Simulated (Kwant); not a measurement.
Model system: wire with one Gaussian impurity in a Si two-dimensional gas. Effective mass 0.19 mₑ, grid spacing 3 nm, hard walls, nominal width 60 nm (19 grid rows, so walls 60 nm apart), one parabolic valley, scattering region 180 nm long along x; energies count from the band bottom; Fermi energy swept from 0.0004398 to 0.0093458 eV. Impurity U exp(−r²/2σ²), U = 0.028 eV, σ = 5.5 nm, 12 nm off the axis.

The device is made up for the run: typed textbook-type constants, with dimensions and the other settings drawn at random.

Kwant, effective-mass tight-binding model on a square grid, one spin, coherent transport at 0 K. Conductance is in e²/h.

Sweep values stay those of the base run.

The impurity strength was swept, all else fixed.

```tsv
impurity strength (eV)	G (e²/h) at E = 9.346 meV	G (e²/h) at E = 2.610 meV	mean G (e²/h) over the sweep	G (e²/h) at E = 4.855 meV
-0.028	3.49	1.65	1.93	1.94
0.014	2.76	1.01	1.49	1.27
0.028	2.11	0.99	1.25	1.04
0.056	2.00	0.98	1.13	1.01
```

From the first row to the last the G at E = 9.346 meV goes from 3.49 to 2.00. From the first row to the last the G at E = 2.610 meV goes from 1.65 to 0.98.
